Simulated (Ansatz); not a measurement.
Seebeck coefficient (μV/K, mean over directions) of n-type GaS (R-3m) against carrier density, Ansatz (an electronic-structure program) with PBEsol+D3BJ, rigid bands. Computed gap 1.31 eV; densities at which minority carriers matter at this gap, or further valleys turn the trend, are left out. Conductivity mass 0.46 mₑ (harmonic mean over directions), N_c = 3.9e19 cm⁻³ at 300 K.

| electron density | 300 K | 500 K |
|---|---|---|
| 1e16 cm⁻³ | -927 | -998 |
| 1e17 cm⁻³ | -728 | -799 |
| 1e18 cm⁻³ | [?] | -601 |
| 3e18 cm⁻³ | -436 | -507 |
| 1e19 cm⁻³ | -333 | -404 |
| 3e19 cm⁻³ | -243 | [?] |
| 1e20 cm⁻³ | -152 | -215 |
| 3e20 cm⁻³ | [?] | -139 |
| 1e21 cm⁻³ | -48 | -77 |

Task: Some entries are withheld; supply them.

Result: 
- 1e18 cm⁻³, 300 K: -530
- 3e19 cm⁻³, 500 K: -311
- 3e20 cm⁻³, 300 K: -90

Rigid bands with a gap fixed in temperature, one relaxation time for all states, no polarons or phonon drag, and whether or not such doping can be reached. Spin-orbit coupling is left out. Geometry: cell and atoms relaxed with PBEsol+D3(BJ).

Computed structure with no diffraction record at hand here (it may be known, metastable or hypothetical): GaS (R-3m). PBEsol with a dispersion correction tends to overbind, so the cell can be several per cent short, in bad cases over ten, which usually narrows a gap: GaS (R-3m).
